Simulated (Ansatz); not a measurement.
Structures of equal composition on the (111) surface of fcc Ag: a layer of Al in place of the second plane; a layer of Al in place of the third plane. The slabs share one bottom face, and each structure is named by its start. These are constructed structures in small cells; real faces may alloy, dewet or reconstruct in larger ones, and not all known structures of the face are among them. Slabs of about 12 Å, Fermi-Dirac smearing of 0.1 eV. Bottom of the slabs: a bare face, its two planes held. Relaxed from the named starts with such symmetry as they have, on meshes of like density; energies extrapolated to zero smearing; spin only where a row says so; no spin-orbit coupling, no U. Brackets mark spin-polarised runs, whose order is one that fits the cell.

The numbers are results of PBE (plane waves to 420 eV, PAW; Ansatz, a quantum-chemistry and plane-wave program), not measurements.

### Question
Rank these by energy per 1x1 cell (lowest first), as PBE gives it.

### Answer
a layer of Al in place of the third plane (0.000 eV), a layer of Al in place of the second plane (0.028 eV)
